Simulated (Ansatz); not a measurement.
Functionals compared on the (311) surface of bcc V in its 1x1 cell, outermost plane spacing 0.45 Å in the ideal cut, in Ansatz (plane waves, PAW). The structure was relaxed with PBE; the other rows are single points on it, each with its references at the same level. Cutoff 420 eV (500 eV for r2SCAN).

Slab: 24 atoms, 10.4 Å thick at the start (thin: gaps and levels are the slab's own); k 9x6x1, smearing 0.1 eV, dipole-corrected; all atoms relaxed; held to the part of the start's symmetry that mesh and held atoms allow; no spin, no spin-orbit, no U. These notes are the PBE run's.

```json
[
 {"functional": "PBE", "surface energy (J/m²)": "2.68", "work function of the top face (eV)": "3.82", "rough cost of the single point": "–"},
 {"functional": "LDA", "surface energy (J/m²)": "3.02", "work function of the top face (eV)": "4.08", "rough cost of the single point": "around 7 core-minutes (rough)"},
 {"functional": "PBEsol", "surface energy (J/m²)": "2.94", "work function of the top face (eV)": "3.90", "rough cost of the single point": "about 7 core-minutes (a rough figure)"},
 {"functional": "RPBE", "surface energy (J/m²)": "(withheld)", "work function of the top face (eV)": "(withheld)", "rough cost of the single point": "around 7 core-minutes (rough)"},
 {"functional": "r2SCAN", "surface energy (J/m²)": "2.89", "work function of the top face (eV)": "3.84", "rough cost of the single point": "very roughly 12 core-minutes"}
]
```

Problem. Complete the blanks.

Solution. 
- RPBE, surface energy (J/m²): 2.50
- RPBE, work function of the top face (eV): 3.68

Ansatz is an electronic-structure program.
